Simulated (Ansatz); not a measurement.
A hypothetical phase is included: elements placed on a structure type, which no database files for this compound.

The decay constant κ of evanescent states in the gap governs leakage through a thin film.

Consider the following.

```xyz
12
Lattice="6.2516 0.0000 0.0000 -3.1258 5.4140 0.0000 3.1258 1.8047 2.5522" Properties=species:S:1:pos:R:3 pbc="T T T"
B      7.0330     1.3535     1.9141
B      1.5629     5.4140     1.9141
B      4.6887     1.8047     0.6380
B      2.3443     0.4512     0.6380
B      2.3443     3.1582     0.6380
B      3.9072     4.0605     1.9141
N      2.3443     4.0605     1.9141
N      4.6887     5.4140     1.9141
N      1.5629     1.8047     0.6380
N      3.9072     3.1582     0.6380
N      3.9072     0.4512     0.6380
N      5.4701     1.3535     1.9141
```

The cell was relaxed by PBE-D3(BJ).

Transport runs along the normal of the first two printed cell vectors, the (111) plane of the conventional cell.

No gap correction and no spin-orbit coupling; mid-gap is the computed energy nearest the middle.

Task: Compute, with r2SCAN in Ansatz (a quantum-chemistry and plane-wave program), the band gap and the smallest decay constant κ at mid-gap.

Result: Gap 4.76 eV on a 12×12×12 mesh; κ = 0.465 1/Å, at the zone centre.
